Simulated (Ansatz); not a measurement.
Base system: Re in the hcp (Mg type) structure (space group P6_3/mmc, No. 194; a = 2.751 Å, c = 4.441 Å).

The change: Ti takes the place of Re on all its sites, then cell and atoms are relaxed.

Levels (all Ansatz, a quantum-chemistry and plane-wave program, PAW): PBEsol (420 eV, no spin-orbit coupling); r2SCAN (500 eV, spin-orbit coupling left out).

The geometry is relaxed with PBEsol.

```
Property           Value
---------------  -------
PBEsol pressure  0.0 GPa
```

With r2SCAN at the same geometry, the pressure goes from zero to 4.2 GPa.

Single points use the geometry relaxed with PBEsol. Their cutoffs differ, which shifts pressures a little. Whether these cells are dynamically stable was not tested. The final runs are not spin-polarised.
